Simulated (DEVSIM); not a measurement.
System: Co/SiO2/p-GaAs capacitor, at 300 K.

```csv
layer (left to right),material,thickness (nm),Na (cm⁻³)
1,SiO2,23.0,-
2,GaAs,4900,1.7e16
```

Metal gate on the left, work function 5 eV. Fixed charge at the semiconductor interface -3.1e10 cm⁻² (in units of +e); interface traps 2e12 cm⁻² eV⁻¹, uniform in energy, neutral level at 0.3 of the gap above the valence band.

The device is made up for the run: typed textbook-type constants, with dimensions and the other settings drawn at random. Values at 300 K.

```tsv
parameter	SiO2	GaAs
gap (eV)	9	1.424
affinity (eV)	0.9	4.07
permittivity	3.9	12.9
Nc (cm⁻³)	-	4.7e17
Nv (cm⁻³)	-	9e18
```

Model (solved in DEVSIM): 1D Poisson equation in equilibrium, Boltzmann statistics, complete ionisation; no quantum confinement or tunnelling. Metal contacts follow the ideal Schottky-Mott rule: no Fermi-level pinning, no interface dipoles.

Q: Give the band bending (positive: bands bend down) and minority sheet density.

A: 
```
Vg (V)  ψs (V)  minority carriers (cm⁻²)
------  ------  ------------------------
-3.2    -0.159                     < 1e8
-2.6    -0.142                     < 1e8
-2      -0.116                     < 1e8
-1.4    -0.073                     < 1e8
-0.8     0.012                     < 1e8
-0.2     0.152                     < 1e8
0.4      0.314                     < 1e8
1        0.482                     < 1e8
1.6      0.654                     < 1e8
2.2      0.828                     < 1e8
2.8      1.004                     < 1e8
3.4      1.179                     6.6e9
```
